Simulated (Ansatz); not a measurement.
Base system: BeTe in the zinc blende structure (space group F-43m, No. 216; a = 5.554 Å). Axes: x, y, z lie along the cube axes.

Perturbation: a pure shear with ε_xy = ε_yx = 0.0029, atoms relaxed at fixed cell.

Computed with LDA (Ansatz, a quantum-chemistry and plane-wave program, PAW, no SOC).

Question: Give the band edges at the high-symmetry points of the new zone, measured from its valence-band maximum.

Answer: 
| point | valence edge (eV) | conduction edge (eV) |
|---|---|---|
| Γ | 0.00 | 3.53 |
| X | -2.78 | 1.76 |
| F₂ | -2.41 | 2.55 |
| Σ₀ | -2.41 | 2.55 |
| Y₀ | -2.36 | 2.61 |
| U₀ | -2.36 | 2.61 |
| R | -1.23 | 3.13 |
| W | -3.44 | 5.22 |
| S | -1.20 | 3.17 |
| T | -2.82 | 1.76 |

The gap is 1.76 eV, indirect, Γ → X.

With Te present, leaving out spin-orbit coupling can change the band edges. The cells carry an imposed strain or load. No phonon test of stability was made. k-point labels follow each cell's own Brillouin zone.
